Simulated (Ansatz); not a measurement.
The reference is KF in the rock salt structure (space group Fm-3m, No. 225).

```
KF
1.0
    0.00000     2.65339     2.65339
    2.65339     0.00000     2.65339
    2.65339     2.65339     0.00000
K F
1 1
Direct
  0.00000   0.00000   0.00000
  0.50000   0.50000   0.50000
```

Cartesian axes are those of the cell as printed.

All numbers come from PBEsol/PAW in Ansatz (a program for electronic structure), scalar-relativistic without spin-orbit coupling.

Base values:

```
Item                                Result
---------------------  -------------------
Band gap                           6.15 eV
Pressure                         -0.01 GPa
Valence-band top at Γ  0.00, 0.00, 0.00 eV
```

It is then changed as follows: tensile biaxial strain of 1.50 % in the plane normal to [001], as in epitaxy on a mismatched substrate; the out-of-plane cell vector and the atoms relax.

**Question.** Predict the new band gap.

**Answer.** The band gap drops by 0.14 eV, from 6.15 eV to 6.01 eV.

**Question.** What happens to the pressure?

**Answer.** The pressure (mean of the normal stresses, compression positive) drops by 0.69 GPa to -0.70 GPa.

**Question.** What happens to the ratio −ε⊥/ε∥?

**Answer.** The ratio −ε⊥/ε∥ comes out as 0.43.

**Question.** How does this affect the valence-band top at Γ?

**Answer.** The valence-band top at Γ (three highest levels, from the VBM) becomes 0.00, -0.03, -0.03 eV (base: 0.00, 0.00, 0.00 eV).

Stability against distortions was not tested.
